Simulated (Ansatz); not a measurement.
We consider L1₂ (Cu3Au-type) Ni3Si, described by LC-ωPBE (Ansatz, a quantum-chemistry and plane-wave program, plane waves, PAW).

Numerical settings: plane-wave cutoff 460 eV, 8×8×8 k mesh, Fermi–Dirac smearing 0.05 eV, no spin polarisation, scalar-relativistic PAW data made under PBE.

Cell (relaxed at this level):

```
CELL_PARAMETERS angstrom
      3.41670     0.00000     0.00000
      0.00000     3.41670     0.00000
      0.00000     0.00000     3.41670
ATOMIC_POSITIONS crystal
  Si 0.00000 0.00000 0.00000
  Ni 0.00000 0.50000 0.50000
  Ni 0.50000 0.00000 0.50000
  Ni 0.50000 0.50000 0.00000
```

Problem. What does this level give for the bulk modulus B0 and pressure derivative B′ of the bulk modulus?

Solution. 
- bulk modulus B0: 287 GPa
- pressure derivative B′ of the bulk modulus: 4.6

Note: the run has no spin polarisation, so it can have missed a magnetic state.

Static lattice: no zero-point or thermal effects.

The result took very roughly 40 core-minutes.
